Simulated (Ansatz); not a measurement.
Si well of 16 atomic layers along [001] in random Si0.8Ge0.2, 5 % Ge through the well

Prepared with Tersoff's 1989 multicomponent potential (SiCGe.tersoff) (LAMMPS): minimisation. Geometry as solved with PBE, support functions at accuracy medium on the grid of 370 eV (Ansatz, a program for electronic structure).

```xyz
720
Lattice="16.58 0.00 0.00 0.00 16.58 0.00 0.00 0.00 55.01" Properties=species:S:1:pos:R:3 pbc="T T T"
Si     0.00    -0.02     0.04
Ge     1.41     1.38     1.41
Si     2.82     2.76     0.00
Si     4.15     4.15     1.38
Si     2.79    -0.03     2.82
Si     4.15     1.40     4.16
Si     0.01     2.80     2.78
Si     1.39     4.16     4.15
Si    -0.02    -0.04     5.52
Ge     1.35     1.41     6.89
Si     2.78     2.80     5.51
Si     4.14     4.13     6.95
Ge     2.78     0.00     8.33
Si     4.21     1.37     9.70
Si    -0.05     2.81     8.27
Ge     1.35     4.19     9.66
Si     0.01     0.00    11.09
Si     1.35     1.37    12.47
Ge     2.77     2.73    11.07
Ge     4.17     4.16    12.50
Ge     2.77     0.00    13.87
Si     4.17     1.40    15.26
Si     0.01     2.79    13.82
Si     1.37     4.14    15.22
Si     0.02    -0.02    16.62
Si     1.39     1.38    17.96
Si     2.76     2.77    16.60
Si     4.14     4.14    17.97
Si     2.77     0.00    19.32
Si     4.15     1.38    20.68
Si     0.00     2.76    19.32
Si     1.38     4.15    20.68
Si     0.01     0.01    22.03
Si     1.39     1.39    23.40
Si     2.77     2.76    22.04
Si     4.15     4.15    23.40
Si     2.77     0.00    24.76
Si     4.14     1.38    26.13
Si     0.01     2.77    24.76
Si     1.38     4.15    26.12
Si    -0.01     0.00    27.48
Si     1.35     1.41    28.82
Si     2.76     2.77    27.48
Si     4.14     4.15    28.85
Ge     2.76     0.00    30.21
Si     4.16     1.41    31.58
Si    -0.01     2.77    30.21
Si     1.38     4.14    31.58
Si    -0.01     0.00    32.95
Si     1.37     1.40    34.31
Si     2.76     2.77    32.94
Si     4.17     4.13    34.28
Si     2.75     0.02    35.68
Si     4.17     1.37    37.03
Si    -0.03     2.77    35.67
Si     1.34     4.15    37.03
Ge    -0.02     0.00    38.42
Si     1.36     1.40    39.83
Ge     2.76     2.77    38.42
Si     4.16     4.17    39.82
Ge     2.80     0.03    41.17
Si     4.19     1.43    42.57
Si     0.02     2.75    41.22
Si     1.38     4.15    42.57
Si    -0.01     0.03    43.97
Si     1.40     1.41    45.30
Si     2.78     2.79    43.94
Si     4.15     4.15    45.32
Si     2.72     0.01    46.69
Ge     4.16     1.37    48.08
Si     0.05     2.82    46.66
Si     1.43     4.15    48.05
Si     0.06     0.00    49.45
Si     1.41     1.38    50.83
Si     2.76     2.78    49.47
Si     4.16     4.11    50.84
Si     2.79     0.02    52.20
Si     4.14     1.41    53.57
Si     0.04     2.74    52.22
Ge     1.38     4.14    53.66
Si    -0.03     5.55     0.03
Si     1.35     6.90     1.40
Ge     2.79     8.27     0.00
Si     4.20     9.68     1.37
Si     2.73     5.51     2.73
Ge     4.12     6.93     4.12
Si    -0.02     8.28     2.79
Si     1.33     9.66     4.17
Si     0.01     5.52     5.54
Si     1.38     6.90     6.91
Si     2.71     8.31     5.54
Si     4.10     9.66     6.90
Si     2.78     5.55     8.28
Si     4.13     6.88     9.72
Si    -0.01     8.24     8.28
Ge     1.40     9.63     9.68
Si    -0.03     5.57    11.09
Si     1.37     6.91    12.47
Si     2.79     8.25    11.12
Si     4.14     9.67    12.48
Si     2.72     5.54    13.85
Ge     4.14     6.92    15.24
Si     0.03     8.28    13.89
Si     1.39     9.68    15.24
Si    -0.01     5.52    16.59
Si     1.37     6.91    17.96
Si     2.74     8.32    16.63
Si     4.15     9.69    17.97
Si     2.76     5.53    19.32
Si     4.14     6.91    20.68
Si     0.00     8.29    19.33
Si     1.38     9.67    20.69
Si     0.00     5.53    22.04
Si     1.38     6.91    23.40
Si     2.76     8.29    22.05
Si     4.15     9.67    23.40
Si     2.77     5.53    24.76
Si     4.15     6.91    26.12
Si     0.00     8.28    24.77
Si     1.38     9.67    26.12
Si     0.00     5.52    27.48
Si     1.38     6.90    28.84
Si     2.76     8.29    27.48
Si     4.15     9.67    28.83
Si     2.76     5.52    30.21
Si     4.15     6.89    31.57
Si    -0.03     8.27    30.19
Ge     1.38     9.68    31.56
Si    -0.01     5.53    32.93
Si     1.35     6.94    34.28
Si     2.78     8.27    32.95
Si     4.14     9.66    34.32
Ge     2.76     5.54    35.66
Si     4.16     6.93    37.06
Si    -0.01     8.30    35.66
Si     1.37     9.66    37.04
Si     0.01     5.56    38.39
Si     1.38     6.91    39.79
Si     2.75     8.29    38.42
Si     4.10     9.69    39.76
Si     2.74     5.51    41.16
Ge     4.11     6.89    42.60
Si     0.00     8.29    41.17
Si     1.37     9.66    42.55
Si     0.00     5.54    43.94
Si     1.36     6.90    45.33
Si     2.72     8.31    43.98
Si     4.12     9.64    45.36
Si     2.78     5.54    46.68
Si     4.12     6.94    48.07
Si    -0.01     8.30    46.69
Si     1.37     9.66    48.06
Ge     0.02     5.57    49.43
Si     1.41     6.96    50.83
Si     2.76     8.32    49.45
Si     4.13     9.64    50.86
Ge     2.80     5.55    52.22
Si     4.22     6.89    53.62
Si     0.03     8.27    52.23
Si     1.40     9.66    53.59
Ge     0.00    11.05    -0.02
Si     1.37    12.48     1.37
Si     2.79    13.80     0.01
Si     4.12    15.19     1.41
Ge     2.73    11.03     2.75
Ge     4.14    12.48     4.15
Si     0.01    13.83     2.78
Si     1.38    15.20     4.16
Si    -0.01    11.06     5.54
Si     1.37    12.44     6.93
Si     2.73    13.84     5.56
Si     4.13    15.22     6.87
Si     2.75    11.04     8.26
Ge     4.14    12.39     9.69
Si    -0.01    13.82     8.30
Si     1.34    15.20     9.70
Ge     0.00    11.10    11.09
Si     1.39    12.44    12.54
Ge     2.75    13.84    11.12
Si     4.20    15.22    12.48
Si     2.78    11.04    13.86
Si     4.16    12.44    15.21
Si     0.01    13.80    13.90
Si     1.38    15.17    15.27
Si     0.00    11.06    16.60
Si     1.39    12.43    17.96
Si     2.78    13.80    16.60
Si     4.15    15.20    17.96
Si     2.76    11.06    19.33
Si     4.15    12.44    20.69
Si     0.01    13.82    19.32
Si     1.39    15.20    20.68
Si     0.00    11.05    22.05
Si     1.38    12.44    23.40
Si     2.77    13.82    22.04
Si     4.15    15.20    23.41
Si     2.76    11.05    24.76
Si     4.15    12.43    26.12
Si     0.00    13.82    24.76
Si     1.38    15.21    26.12
Si     0.01    11.05    27.49
Si     1.39    12.45    28.84
Si     2.77    13.82    27.47
Si     4.17    15.18    28.82
Si     2.79    11.08    30.18
Si     4.15    12.44    31.57
Si    -0.01    13.81    30.21
Si     1.35    15.18    31.60
Si    -0.03    11.07    32.96
Si     1.37    12.43    34.31
Si     2.74    13.79    32.93
Ge     4.15    15.20    34.30
Si     2.75    11.03    35.67
Si     4.16    12.39    37.01
Si    -0.01    13.82    35.67
Si     1.38    15.20    37.01
Si    -0.02    11.03    38.41
Si     1.34    12.40    39.79
Ge     2.77    13.80    38.41
Si     4.19    15.22    39.78
Si     2.71    11.03    41.15
Ge     4.11    12.45    42.51
Si    -0.04    13.77    41.15
Ge     1.34    15.19    42.56
Si    -0.03    11.02    43.90
Ge     1.36    12.41    45.33
Si     2.74    13.82    43.94
Ge     4.15    15.22    45.31
Si     2.78    11.03    46.73
Si     4.14    12.45    48.07
Si    -0.02    13.83    46.73
Si     1.39    15.20    48.07
Si     0.00    11.05    49.41
Ge     1.41    12.42    50.82
Si     2.80    13.85    49.43
Si     4.16    15.20    50.84
Si     2.79    11.02    52.25
Si     4.14    12.43    53.62
Si     0.00    13.78    52.24
Ge     1.40    15.20    53.62
Ge     5.48     0.00    -0.01
Ge     6.93     1.42     1.39
Si     8.31     2.80    -0.03
Si     9.67     4.14     1.37
Si     8.35     0.01     2.76
Si     9.69     1.38     4.14
Si     5.51     2.79     2.79
Si     6.93     4.11     4.14
Si     5.51     0.05     5.56
Si     6.91     1.40     6.93
Si     8.28     2.72     5.51
Ge     9.68     4.13     6.92
Si     8.32     0.06     8.29
Si     9.68     1.40     9.70
Si     5.54     2.77     8.32
Si     6.92     4.15     9.70
Si     5.55     0.03    11.12
Si     6.93     1.40    12.49
Si     8.29     2.76    11.07
Si     9.68     4.12    12.43
Si     8.27     0.02    13.87
Si     9.67     1.38    15.23
Si     5.56     2.74    13.89
Si     6.91     4.11    15.27
Si     5.54    -0.01    16.61
Si     6.92     1.37    17.97
Si     8.30     2.75    16.61
Si     9.67     4.14    17.98
Si     8.29     0.00    19.33
Si     9.67     1.38    20.69
Si     5.53     2.76    19.32
Si     6.91     4.15    20.68
Si     5.53     0.00    22.04
Si     6.91     1.38    23.40
Si     8.29     2.77    22.05
Si     9.67     4.15    23.40
Si     8.29     0.01    24.76
Si     9.67     1.39    26.13
Si     5.52     2.76    24.76
Si     6.91     4.15    26.12
Si     5.53     0.00    27.48
Si     6.91     1.38    28.85
Si     8.29     2.77    27.49
Si     9.67     4.15    28.85
Si     8.29     0.00    30.21
Si     9.68     1.38    31.57
Si     5.54     2.78    30.21
Si     6.92     4.15    31.56
Si     5.55     0.02    32.91
Si     6.90     1.41    34.27
Si     8.30     2.78    32.92
Si     9.67     4.15    34.30
Ge     8.30     0.00    35.66
Si     9.67     1.43    37.04
Si     5.53     2.76    35.66
Si     6.90     4.13    37.04
Si     5.55     0.01    38.41
Si     6.92     1.39    39.79
Si     8.29     2.78    38.42
Si     9.69     4.14    39.79
Si     8.29     0.01    41.17
Si     9.67     1.39    42.54
Si     5.55     2.78    41.17
Si     6.93     4.13    42.56
Si     5.56     0.04    43.91
Si     6.93     1.39    45.30
Si     8.31     2.77    43.93
Si     9.68     4.15    45.31
Si     8.26     0.03    46.73
Si     9.67     1.39    48.08
Si     5.53     2.76    46.65
Ge     6.95     4.13    48.04
Si     5.56    -0.02    49.50
Si     6.93     1.38    50.85
Si     8.32     2.74    49.48
Si     9.67     4.15    50.84
Si     8.32     0.03    52.22
Si     9.66     1.41    53.61
Si     5.55     2.76    52.22
Si     6.92     4.15    53.60
Si     5.54     5.50     0.00
Si     6.90     6.85     1.40
Ge     8.28     8.23    -0.03
Ge     9.64     9.69     1.39
Si     8.30     5.49     2.77
Si     9.64     6.86     4.19
Si     5.56     8.29     2.73
Si     6.94     9.63     4.13
Ge     5.56     5.51     5.56
Si     6.95     6.92     6.95
Si     8.31     8.27     5.54
Si     9.70     9.64     6.91
Si     8.29     5.53     8.33
Si     9.71     6.87     9.67
Ge     5.50     8.29     8.32
Si     6.88     9.69     9.72
Si     5.54     5.53    11.07
Si     6.87     6.91    12.46
Ge     8.28     8.27    11.05
Ge     9.68     9.72    12.48
Ge     8.29     5.51    13.85
Si     9.66     6.91    15.27
Si     5.54     8.31    13.83
Si     6.91     9.68    15.22
Si     5.54     5.50    16.62
Si     6.91     6.91    17.97
Si     8.27     8.30    16.60
Si     9.67     9.68    17.96
Si     8.29     5.53    19.33
Si     9.68     6.91    20.68
Si     5.52     8.29    19.32
Si     6.91     9.67    20.68
Si     5.52     5.53    22.04
Si     6.91     6.91    23.40
Si     8.29     8.29    22.04
Si     9.67     9.67    23.40
Si     8.29     5.53    24.76
Si     9.67     6.91    26.12
Si     5.53     8.29    24.76
Si     6.91     9.67    26.12
Si     5.53     5.53    27.48
Si     6.91     6.91    28.84
Si     8.29     8.29    27.48
Si     9.68     9.67    28.84
Si     8.30     5.54    30.21
Si     9.68     6.91    31.58
Si     5.51     8.27    30.19
Ge     6.91     9.67    31.58
Si     5.54     5.52    32.93
Si     6.91     6.90    34.32
Si     8.32     8.27    32.97
Si     9.69     9.67    34.32
Si     8.29     5.52    35.68
Si     9.69     6.90    37.02
Si     5.54     8.29    35.68
Si     6.92     9.67    37.03
Si     5.51     5.50    38.39
Ge     6.94     6.88    39.76
Si     8.31     8.29    38.36
Ge     9.69     9.68    39.78
Si     8.31     5.47    41.17
Ge     9.70     6.88    42.56
Ge     5.52     8.33    41.17
Si     6.94     9.67    42.57
Si     5.56     5.49    43.96
Si     6.91     6.90    45.32
Si     8.26     8.26    43.94
Ge     9.70     9.63    45.31
Si     8.34     5.56    46.67
Si     9.69     6.91    48.09
Si     5.52     8.26    46.70
Si     6.90     9.62    48.08
Ge     5.52     5.55    49.47
Si     6.94     6.93    50.86
Si     8.30     8.29    49.46
Si     9.67     9.67    50.83
Si     8.29     5.52    52.21
Si     9.70     6.88    53.57
Si     5.52     8.27    52.20
Ge     6.88     9.71    53.58
Si     5.52    11.09     0.01
Si     6.90    12.45     1.38
Si     8.32    13.80     0.02
Si     9.68    15.20     1.38
Si     8.24    11.07     2.78
Ge     9.68    12.45     4.16
Si     5.54    13.84     2.73
Ge     6.91    15.24     4.16
Ge     5.56    11.02     5.54
Si     6.96    12.45     6.90
Si     8.30    13.85     5.57
Si     9.67    15.26     6.90
Ge     8.31    11.04     8.32
Si     9.69    12.44     9.73
Ge     5.54    13.83     8.26
Ge     6.96    15.24     9.71
Si     5.54    11.03    11.12
Si     6.90    12.44    12.48
Si     8.30    13.78    11.10
Ge     9.68    15.20    12.48
Si     8.27    11.09    13.88
Si     9.68    12.44    15.24
Si     5.54    13.82    13.85
Si     6.91    15.20    15.23
Si     5.53    11.06    16.59
Si     6.91    12.44    17.95
Si     8.29    13.83    16.59
Si     9.67    15.21    17.96
Si     8.28    11.06    19.31
Si     9.66    12.44    20.67
Si     5.53    13.82    19.32
Si     6.91    15.20    20.68
Si     5.53    11.06    22.04
Si     6.91    12.44    23.40
Si     8.29    13.82    22.04
Si     9.66    15.21    23.40
Si     8.29    11.05    24.76
Si     9.66    12.43    26.13
Si     5.53    13.82    24.76
Si     6.91    15.21    26.12
Si     5.54    11.05    27.48
Si     6.92    12.44    28.84
Si     8.29    13.83    27.49
Si     9.67    15.20    28.85
Si     8.32    11.07    30.19
Si     9.69    12.44    31.57
Si     5.54    13.82    30.21
Si     6.92    15.21    31.57
Si     5.51    11.08    32.97
Si     6.93    12.44    34.31
Si     8.30    13.81    32.93
Si     9.71    15.18    34.27
Si     8.30    11.06    35.68
Si     9.69    12.45    37.03
Si     5.56    13.79    35.70
Si     6.91    15.18    37.07
Si     5.51    11.02    38.39
Ge     6.90    12.43    39.79
Si     8.32    13.83    38.41
Si     9.66    15.20    39.81
Si     8.28    11.03    41.20
Ge     9.68    12.44    42.57
Si     5.54    13.87    41.16
Si     6.91    15.23    42.54
Ge     5.53    11.05    43.97
Si     6.90    12.49    45.34
Si     8.24    13.84    43.93
Ge     9.66    15.22    45.33
Ge     8.28    11.07    46.73
Si     9.68    12.45    48.14
Si     5.54    13.83    46.73
Si     6.92    15.21    48.10
Ge     5.53    11.04    49.47
Si     6.93    12.46    50.85
Si     8.29    13.84    49.47
Si     9.65    15.22    50.84
Si     8.32    11.08    52.19
Si     9.66    12.46    53.58
Si     5.51    13.78    52.21
Ge     6.93    15.17    53.60
Si    11.00     0.04     0.02
Si    12.39     1.37     1.41
Ge    13.79     2.80     0.04
Si    15.22     4.18     1.43
Si    13.78    -0.01     2.75
Ge    15.17     1.39     4.15
Si    11.04     2.78     2.77
Si    12.43     4.15     4.16
Si    11.06     0.01     5.52
Si    12.41     1.40     6.91
Si    13.77     2.79     5.56
Si    15.17     4.17     6.90
Ge    13.81    -0.02     8.28
Ge    15.20     1.42     9.71
Si    11.08     2.75     8.34
Si    12.45     4.14     9.70
Si    11.06     0.03    11.07
Si    12.42     1.39    12.46
Si    13.80     2.80    11.12
Si    15.21     4.17    12.46
Si    13.77     0.00    13.84
Ge    15.20     1.38    15.22
Si    11.02     2.74    13.82
Ge    12.42     4.15    15.22
Si    11.05     0.00    16.59
Si    12.43     1.38    17.97
Si    13.81     2.77    16.64
Si    15.20     4.15    17.97
Si    13.82     0.00    19.32
Si    15.20     1.39    20.68
Si    11.05     2.76    19.33
Si    12.44     4.15    20.68
Si    11.06     0.00    22.05
Si    12.44     1.39    23.39
Si    13.82     2.77    22.04
Si    15.20     4.15    23.40
Si    13.84     0.03    24.73
Si    15.20     1.39    26.12
Si    11.06     2.77    24.77
Si    12.44     4.15    26.13
Si    11.04     0.03    27.52
Si    12.44     1.40    28.86
Si    13.82     2.77    27.49
Si    15.19     4.15    28.85
Si    13.83     0.00    30.21
Si    15.20     1.38    31.58
Si    11.05     2.77    30.22
Si    12.43     4.15    31.58
Si    11.06     0.01    32.93
Si    12.43     1.38    34.31
Si    13.81     2.76    32.94
Si    15.19     4.16    34.30
Si    13.81    -0.01    35.66
Si    15.16     1.40    37.01
Si    11.06     2.78    35.67
Si    12.43     4.17    37.04
Ge    11.06     0.01    38.42
Si    12.44     1.43    39.80
Si    13.79     2.77    38.38
Ge    15.22     4.13    39.78
Ge    13.83     0.01    41.19
Si    15.22     1.41    42.60
Si    11.06     2.77    41.18
Si    12.42     4.13    42.58
Si    11.05     0.03    43.91
Si    12.41     1.42    45.28
Si    13.82     2.78    43.94
Si    15.21     4.16    45.31
Ge    13.81     0.00    46.65
Ge    15.26     1.40    48.06
Si    11.03     2.77    46.69
Si    12.40     4.19    48.03
Si    11.01     0.01    49.47
Si    12.35     1.40    50.83
Ge    13.76     2.78    49.45
Ge    15.20     4.16    50.89
Ge    13.78     0.02    52.19
Ge    15.23     1.38    53.64
Si    11.03     2.78    52.23
Si    12.41     4.16    53.59
Si    11.03     5.49    -0.04
Ge    12.45     6.85     1.37
Ge    13.85     8.32    -0.03
Si    15.21     9.68     1.43
Si    13.84     5.50     2.82
Si    15.21     6.89     4.17
Ge    11.04     8.26     2.81
Ge    12.49     9.68     4.21
Si    11.08     5.54     5.54
Si    12.45     6.90     6.93
Si    13.87     8.25     5.58
Si    15.24     9.64     6.91
Si    13.81     5.51     8.30
Si    15.20     6.88     9.66
Si    11.06     8.27     8.30
Si    12.38     9.68     9.68
Si    11.06     5.49    11.07
Si    12.43     6.84    12.46
Ge    13.78     8.26    11.05
Ge    15.18     9.67    12.52
Si    13.85     5.54    13.83
Si    15.21     6.91    15.23
Ge    11.09     8.27    13.88
Si    12.46     9.70    15.27
Si    11.03     5.54    16.63
Si    12.44     6.92    17.96
Si    13.84     8.29    16.60
Si    15.21     9.67    17.97
Si    13.82     5.54    19.33
Si    15.20     6.91    20.69
Si    11.05     8.29    19.32
Si    12.44     9.67    20.67
Si    11.06     5.53    22.04
Si    12.44     6.91    23.41
Si    13.82     8.29    22.05
Si    15.21     9.67    23.41
Si    13.82     5.53    24.76
Si    15.20     6.91    26.13
Si    11.05     8.29    24.76
Si    12.44     9.67    26.13
Si    11.05     5.53    27.48
Si    12.43     6.91    28.85
Si    13.81     8.28    27.49
Si    15.19     9.67    28.84
Si    13.81     5.52    30.21
Si    15.19     6.90    31.57
Si    11.05     8.29    30.21
Si    12.44     9.67    31.58
Si    11.06     5.53    32.95
Si    12.44     6.92    34.31
Si    13.82     8.29    32.94
Si    15.19     9.68    34.31
Si    13.82     5.54    35.67
Si    15.20     6.92    37.03
Si    11.07     8.29    35.68
Si    12.45     9.68    37.04
Si    11.05     5.54    38.42
Si    12.42     6.93    39.76
Si    13.82     8.30    38.41
Si    15.20     9.66    39.79
Ge    13.80     5.55    41.20
Si    15.23     6.94    42.58
Si    11.10     8.29    41.17
Si    12.47     9.66    42.54
Si    11.09     5.50    43.97
Si    12.46     6.90    45.31
Si    13.83     8.29    43.94
Si    15.19     9.67    45.31
Si    13.82     5.53    46.68
Si    15.17     6.94    48.04
Si    11.10     8.25    46.72
Si    12.44     9.67    48.08
Si    11.04     5.52    49.46
Si    12.42     6.90    50.83
Si    13.79     8.27    49.44
Ge    15.20     9.66    50.83
Si    13.79     5.57    52.26
Si    15.23     6.90    53.60
Si    11.05     8.29    52.20
Si    12.44     9.67    53.56
Ge    11.08    11.09    -0.03
Si    12.46    12.44     1.43
Ge    13.85    13.81     0.02
Si    15.22    15.22     1.43
Si    13.86    11.08     2.78
Si    15.22    12.45     4.15
Si    11.08    13.84     2.76
Si    12.44    15.21     4.15
Si    11.06    11.05     5.58
Si    12.44    12.46     6.89
Si    13.82    13.82     5.51
Si    15.21    15.16     6.89
Ge    13.82    11.05     8.29
Si    15.19    12.49     9.69
Ge    11.05    13.84     8.31
Si    12.43    15.21     9.73
Si    11.09    11.09    11.07
Si    12.45    12.44    12.47
Si    13.79    13.81    11.08
Ge    15.20    15.19    12.48
Si    13.80    11.09    13.89
Si    15.19    12.44    15.25
Si    11.08    13.80    13.87
Si    12.43    15.20    15.23
Si    11.05    11.06    16.61
Si    12.44    12.44    17.96
Si    13.82    13.83    16.61
Si    15.20    15.20    17.97
Si    13.82    11.06    19.32
Si    15.21    12.44    20.68
Si    11.05    13.82    19.32
Si    12.44    15.21    20.68
Si    11.03    11.03    22.01
Ge    12.44    12.43    23.40
Si    13.85    13.84    22.02
Si    15.22    15.21    23.39
Si    13.85    11.03    24.79
Si    15.22    12.43    26.13
Si    11.01    13.82    24.77
Ge    12.44    15.21    26.13
Si    11.06    11.06    27.48
Si    12.44    12.43    28.86
Si    13.85    13.80    27.51
Si    15.21    15.20    28.85
Si    13.82    11.05    30.22
Si    15.19    12.44    31.57
Si    11.06    13.83    30.21
Si    12.44    15.21    31.57
Si    11.06    11.05    32.94
Si    12.44    12.43    34.30
Si    13.81    13.82    32.93
Si    15.19    15.20    34.30
Si    13.82    11.06    35.67
Si    15.20    12.43    37.04
Si    11.07    13.81    35.65
Si    12.46    15.18    37.02
Si    11.08    11.09    38.39
Si    12.44    12.45    39.79
Si    13.82    13.80    38.40
Si    15.18    15.15    39.79
Si    13.82    11.04    41.14
Si    15.19    12.39    42.52
Si    11.07    13.84    41.15
Si    12.40    15.21    42.56
Si    11.11    11.03    43.93
Si    12.43    12.39    45.35
Ge    13.81    13.80    43.93
Si    15.24    15.20    45.31
Si    13.82    11.03    46.70
Si    15.19    12.42    48.06
Si    11.03    13.76    46.70
Ge    12.41    15.17    48.10
Si    11.06    11.04    49.46
Si    12.41    12.43    50.85
Si    13.81    13.75    49.46
Ge    15.22    15.17    50.81
Si    13.79    11.07    52.22
Si    15.19    12.42    53.57
Si    11.01    13.81    52.19
Ge    12.36    15.20    53.63
```
